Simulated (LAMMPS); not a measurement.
MD of SiO2 (stishovite, a high-pressure form) at zero pressure, 576 atoms, as a crystal; each row is its own run.

Level of theory: classical MD, Buckingham potential of van Beest, Kramer and van Santen, Phys. Rev. Lett. 64, 1955 (1990), used with rigid ions (no shells), PPPM sums, short-range terms cut at 10 Å, modified for these runs by an r^-4 repulsive force inside the short-range force's maximum (LAMMPS).

| T (K) | volume (Å³/atom) |
|---|---|
| 200 | 7.6656 |
| 300 | 7.6791 |
| 1440 | 7.8559 |
| 1800 | 7.9186 |
| 2160 | 7.9885 |
| 2520 | 8.0640 |
| 2880 | 8.1495 |

Fit a straight line, y = a + b x, to these rows (x is the first column, y the second) and predict the run at x = 1080.

Least squares gives a = 7.6191 and b = 0.0001759. At x = 1080 the fit predicts 7.8090 Å³/atom. The run itself gave 7.7967 ± 0.0008 Å³/atom, so the fit is 0.16 % high.

Caution: in nature this polymorph isn't the stable one over the whole range of temperature at this pressure, and short runs keep a crystal in its starting form.

Caution (rows 1080; 1440; 1800; 2160; 2520; 2880): a run this short can hold a crystal over, or a liquid under, the potential's own melting point, which these runs don't give.
